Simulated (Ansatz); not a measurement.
**How the lattice constant a of CdS (model structure, started from the MnP type, P6₃/mmc, No. 194, 8 atoms in the cell) moves with the method**

No measured value is used here.

| level (code) | value (Å) |
|---|---|
| PBE (Ansatz) | ___ |
| PBEsol (Ansatz) | 3.808 |
| PBE-D3(BJ) (Ansatz) | 3.818 |

Task: Complete the blanks.

Result: 
- PBE (Ansatz, an electronic-structure program), value (Å): 3.877

Ansatz's density-functional and Hartree–Fock values are scalar-relativistic unless marked +SOC, with PAW data made under PBE.

A model structure was made by putting elements into a prototype or built by hand; it is no filed structure, need not be a known phase, and can be a saddle point held by its symmetry.
